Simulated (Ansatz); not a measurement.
Take KMgF3 in the cubic perovskite structure (space group Pm-3m, No. 221) as the base.

```
KMgF3
1.0
    4.05412     0.00000     0.00000
    0.00000     4.05412     0.00000
    0.00000     0.00000     4.05412
K Mg F
1 1 3
Direct
  0.00000   0.00000   0.00000
  0.50000   0.50000   0.50000
  0.50000   0.00000   0.50000
  0.00000   0.50000   0.50000
  0.50000   0.50000   0.00000
```

Method: Ansatz (a first-principles code), PBE, PAW, cutoff 420 eV, no spin-orbit coupling.

For the base:

```
Item                             Value
-----------------------------  -------
Shortest interatomic distance  2.027 Å
Width of the top valence band  0.52 eV
Smallest direct gap            7.28 eV
```

Modification: a hydrostatic pressure of 3 GPa.

**Question.** What does the calculation give for the shortest interatomic distance, width of the top valence band and smallest direct gap after the change?

**Answer.** The shortest interatomic distance decreases by 0.028 Å to 1.999 Å; the width of the top valence band increases by 0.03 eV (0.52 eV → 0.55 eV); the smallest direct gap goes up by 0.30 eV to 7.58 eV.

Load acts through the strain it causes; cell and atoms are relaxed under it. Stability against distortions was not tested.
